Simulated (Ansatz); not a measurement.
Base system: Cs in the bcc (W type) structure (space group Im-3m, No. 229; a = 6.011 Å).

Method: PBEsol in Ansatz (plane waves to 420 eV, PAW, no spin-orbit coupling).

One change was made to it. Results:

```
quantity              base     after
---------------  ---------  --------
volume per atom  108.57 Å³  58.17 Å³
band gap              zero      zero
```

What was done to the base?
A. Cs → Ca
B. Cs → Sr
C. Cs → Ba

C, Cs → Ba. For comparison, the volume per atom in the other runs: Cs → Sr gives 51.05 Å³; Cs → Ca gives 40.39 Å³.

Stability against distortions was not tested. All final runs are without spin polarisation. This is not the structure that Sr has at room temperature and ambient pressure. This is not the structure that Ca has at room temperature and ambient pressure.

Ansatz is a program for electronic structure.
